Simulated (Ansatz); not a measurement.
Input and output of a relaxation of the atoms for SrCl2 (I4mm, 3 atoms in the cell) (Ansatz, an electronic-structure program).

Method: LDA (PW92), default PAW files made with PBE (plane waves; Ansatz).

The change in words: one atom moved by 0.15 angstrom; relax: default → atoms; relax.f_tol: default → 0.002 eV/Å. Reference geometry:
```xyz
3
Lattice="0.0000 3.5074 3.5074 3.5074 0.0000 3.5074 3.5074 3.5074 0.0000" Properties=species:S:1:pos:R:3 pbc="T T T"
Sr     0.0000     0.0000     0.0000
Cl     1.7537     1.7537     1.7537
Cl     5.2612     5.2612     5.2612
```

Reference input (self-consistent single point, DFT, LDA (PW92), plane waves, default PAW files made with PBE): basis.ecutwfc = 420 eV; kpoints.mp_grid.grid = 6 6 6; hamiltonian.xc = lda; hamiltonian.pseudopotentials = {kind: paw} (the program's default PAW files); scf.occupations.method = fermi_dirac; scf.occupations.width = 0.01 eV. This run's input differs from it in these lines:

```diff
@@ -6,3 +6,3 @@
   atoms:
-    - { symbol: Sr, position: [0.000000, 0.000000, 0.000000] }
+    - { symbol: Sr, position: [0.021383, 0.021383, -0.021383] }
     - { symbol: Cl, position: [0.250000, 0.250000, 0.250000] }
@@ -18,2 +18,4 @@
   occupations: { method: fermi_dirac, width: 0.01 }
+relax:
+  f_tol: 0.002
 output:
```

The program printed (abridged):

```
   [... SCF lines of the steps left out ...]
relax step   1: F+E_penalty+E_count = -5539.98442180 eV  Δ(F+E_penalty+E_count) = +0.000e0 eV  max|allowed force component| = 3.098e-1 eV/Å  Δτ_max = 0.0000 Å  (6 SCF iters, dr2 threshold 1.00e-7 eV, accepted)
relax step   2: F+E_penalty+E_count = -5540.00207516 eV  Δ(F+E_penalty+E_count) = -1.765e-2 eV  max|allowed force component| = 1.494e-1 eV/Å  Δτ_max = 0.0513 Å  (4 SCF iters, dr2 threshold 6.00e-6 eV, accepted)
relax step   3: F+E_penalty+E_count = -5540.00752835 eV  Δ(F+E_penalty+E_count) = -5.453e-3 eV  max|allowed force component| = 4.414e-3 eV/Å  Δτ_max = 0.0472 Å  (4 SCF iters, dr2 threshold 1.40e-6 eV, accepted)
relax step   4: F+E_penalty+E_count = -5540.00752864 eV  Δ(F+E_penalty+E_count) = -2.928e-7 eV  max|allowed force component| = 4.510e-3 eV/Å  Δτ_max = 0.0000 Å  (4 SCF iters, accepted)
relax step   5: F+E_penalty+E_count = -5540.00753358 eV  Δ(F+E_penalty+E_count) = -4.936e-6 eV  max|allowed force component| = 5.766e-5 eV/Å  Δτ_max = 0.0015 Å  (4 SCF iters, accepted)
the relaxation is at rest under the 8 symmetry operations that the run kept from its start: a minimum is not shown …
Stability not checked: this state was not tested for a lower state beside it, because too few of the mixer's solves of this state at the end of the SCF gave a …
Free energy (F): -5540.007534 eV
Internal energy: -5540.007534 eV  (E = F + TS)
E sigma→0 (E₀):  -5540.007534 eV
Fermi energy:    5.114746 eV
--- Forces (eV/Å), atoms counted from 1 ---
  atom   1  Sr     0.00000000     0.00000000     0.00005915
  atom   2  Cl     0.00000000    -0.00000000    -0.00002735
   [... lines left out ...]
  F+E_penalty+E_count = -5540.00753358 eV   max|allowed force component| = 5.766e-5 eV/Å
  atoms:
    - { symbol: Sr, position: [0.00712513320658729, 0.00712513320658729, -0.00712513320658729] }
    - { symbol: Cl, position: [0.25712893339670634, 0.25712893339670634, 0.24287106660329366] }
    - { symbol: Cl, position: [0.7571289333967063, 0.7571289333967063, 0.7428710666032937] }
```

The run converged. 

Summary of the result:
```
Property                                                  Value
------------------------------------------------  -------------
Free energy E − TS (on the zero of these files)   -5540.0075 eV
Top of the valence band (on the code's own zero)        2.70 eV
Gap on the k-point mesh                                 4.82 eV
Pressure                                              -3.33 GPa
Relaxation steps                                              5
```

The starting cell has typed, rounded lattice constants, without a prior relaxation at this level. Its lattice was rescaled by up to half a per cent. For this run, on top of that: one atom moved by 0.15 angstrom. The relaxation keeps the symmetry of its start, so its end need not be a minimum. Ansatz's pressure includes its estimate of the finite-basis (Pulay) stress.

Keys are those of Ansatz 0.2.
